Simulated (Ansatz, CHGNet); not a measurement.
For NbAs (I4₁md, No. 109; start mp-2059), the machine-learned potential CHGNet 0.3.0 (trained on PBE and PBE+U data) gives:

* **lattice constant a**: 3.454 Å
* **c axis length**: 11.978 Å

**Question.** What does PBEsol in Ansatz (PAW) give for the same quantities?

**Answer.** 
- lattice constant a: 3.439 Å (drops by 0.4 %)
- lattice parameter c: 11.593 Å (falls by 3.2 %)

Changes are worked out from the printed values.

Unless a cell is named, each level is at its own relaxed cell (CHGNet 0.3.0 17.87, PBEsol 17.14 Å³/atom).

Caveats: the relaxation could not lower the start's symmetry, so the cell can be a saddle point above a distorted one (CHGNet 0.3.0, PBEsol). Ansatz's density-functional and Hartree–Fock values are scalar-relativistic unless marked +SOC, with PAW data made under PBE.

A start named mp-… is a Materials Project structure, which can be a computed phase never made.

Ansatz is a quantum-chemistry and plane-wave program.
